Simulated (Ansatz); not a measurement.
The reference is InP in the zinc blende structure (space group F-43m, No. 216; a = 5.907 Å). Axes: x, y, z lie along the cube axes.

Computed with Ansatz (a quantum-chemistry and plane-wave program) r2SCAN, no SOC.

Now apply this change: the cell is scaled by 1.0050 in all directions; the atoms relax in the strained cell.

Problem. Predict the stress tensor and what it implies for the stiffness.

Solution. Stress of the strained cell less that of the base (GPa, compression positive):
```
  -0.99    0.00    0.00
   0.00   -0.99    0.00
   0.00    0.00   -0.99
```

Then B = −ΔP/(ΔV/V₀) with ΔV/V₀ = 0.0151 gives secant stiffness values (nonlinear terms included at this strain): B ≈ 66 GPa.

Stability against distortions was not tested.
